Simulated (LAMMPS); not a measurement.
Molecular dynamics of a melt made from TiO2 (anatase), 600 atoms, at 2730 K and 0 GPa, brought to that temperature within a few picoseconds.

Level of theory: classical MD, Buckingham potential of Matsui and Akaogi, Mol. Simul. 6, 239 (1991), as tabulated by Reinhardt, J. Chem. Phys. 151, 064505 (2019), used with rigid ions (no shells), PPPM sums, short-range terms cut at 10 Å, modified for these runs by an r^-4 repulsive force inside the short-range force's maximum; code LAMMPS.

The state found comes out as liquid and the density is 3.540 ± 0.007 g/cm³. The volume per atom is 12.49 ± 0.03 Å³/atom and the enthalpy per atom is -12.142 ± 0.002 eV/atom. The first peak of g(r), O-Ti is 1.91 Å, height 5.0 and the coordination number of O by Ti is 2.90 (counted to 2.74 Å). The coordination number of Ti by O is 5.80 (counted to 2.74 Å), the most common O-Ti-O angle is at the 3° bin centred on 79.5°, after smoothing over three bins (mean of all 103°) and the most common Ti-O-Ti angle is at the 3° bin centred on 100.5°, after smoothing over three bins (mean of all 116°). The self-diffusion coefficient of O (not corrected for cell size) is (5.0 ± 0.1) × 10^-5 cm²/s and the self-diffusion coefficient of Ti (not corrected for cell size) is (2.7 ± 0.1) × 10^-5 cm²/s. The shear viscosity (Green-Kubo) comes out as 7 ± 1 mPa s, the mean frequency of the vibrational (phonon) density of states is 12.3 THz and the cost is around 10 core-minutes (rough).

Potential: Matsui and Akaogi, Mol. Simul. 6, 239 (1991), as tabulated by Reinhardt, J. Chem. Phys. 151, 064505 (2019); partial charges.

Caution: a run this short can hold a crystal over, or a liquid under, the potential's own melting point, which these runs don't give.

States go by the mean squared displacement: a species diffuses where it passes 1.5 Å², still rises and gives D over 1e-6 cm²/s; a crystal has left its structure where atoms lie 0.35 Å off their sites on average or a cubic box changes its shape by 3 %, or the axial ratios of another lie 8 % off the starting cell's, which the potential's own relaxation can also do.

Errors of D are the spread over four groups of atoms in one short run; a floor of about 5 %, a picked value, is safer.

Uncertainties are statistical and leave out the potential's own error.
